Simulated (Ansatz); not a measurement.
GaN, pressure series

Start from GaN in the zinc blende structure (space group F-43m, No. 216; a = 4.4554 Å).

Cell and atoms are relaxed at each pressure.

The values are results of DFT with LDA, PAW potentials and a 420 eV plane-wave cutoff in Ansatz (a first-principles code), no SOC, not measurements.

| variant | electron mass | band gap | density |
|---|---|---|---|
| base | 0.18 mₑ (at Γ) | 1.96 eV | 6.29 g/cm³ |
| pressure −2 GPa | 0.17 mₑ (at Γ) | 1.89 eV | 6.23 g/cm³ |
| pressure −1 GPa | 0.17 mₑ (at Γ) | 1.92 eV | 6.26 g/cm³ |
| pressure 0.9 GPa | 0.18 mₑ (at Γ) | 1.98 eV | 6.32 g/cm³ |
| pressure 2.1 GPa | 0.18 mₑ (at Γ) | 2.02 eV | 6.35 g/cm³ |
| pressure 4.5 GPa | 0.19 mₑ (at Γ) | 2.09 eV | 6.42 g/cm³ |
| pressure 9 GPa | 0.20 mₑ (at Γ) | 2.22 eV | 6.55 g/cm³ |
| pressure 15 GPa | 0.21 mₑ (at Γ) | 2.37 eV | 6.71 g/cm³ |
| pressure 22.5 GPa | 0.22 mₑ (at Γ) | 2.55 eV | 6.89 g/cm³ |
| pressure 30 GPa | 0.23 mₑ (at Γ) | 2.70 eV | 7.06 g/cm³ |

Load acts through the strain it causes; cell and atoms are relaxed under it. Effective masses come from finite differences of ±0.01 Å⁻¹. Stability against distortions was not tested. Tetrahedral semiconductors of this kind turn to denser phases somewhere between about 1 and 50 GPa; those were not computed, so compressed cells here can lie past the real transition. This is not the structure that GaN has at room temperature and ambient pressure.
